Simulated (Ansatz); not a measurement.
# Cl interstitial in hcp Ti

These are PBE, PAW (plane waves to 420 eV; Ansatz, a quantum-chemistry and plane-wave program) values and carry that method's errors. Set-up: 48-site cell; 4×4×4 shifted k-points; start: void with 4Ti nearest; no Hubbard U; not converged in cell size; the relaxation kept the symmetry of the starting site; relaxed from one start, so a lower configuration may exist; flagged in the runs: a host that isn't quite at rest in this cell.

Neighbours after relaxation, in Å: of the Cl atom: Ti 2.34, Ti 2.34, Ti 2.34, Ti 2.35, Ti 2.35, Ti 2.95, Ti 2.95.

Formation energies E_f are those of the neutral cell. Chemical conditions: host crystal and elements as references (Δμ(Cl) = 0.00 eV; Cl taken from its element, since no compound that bounds it was computed at this level; only phases computed here count, gases as isolated molecules at 0 K). Reference phases: Cl: Cl2 molecule in a box.

The name describes the start; the neighbours show where the atoms ended.

```csv
charge,moment (μB),largest move off a lattice site (Å),"E_f, host crystal and elements as references (eV)"
0,not spin-polarised,1.21,1.05
```

Flagged in the runs: a host that isn't quite at rest in this cell.
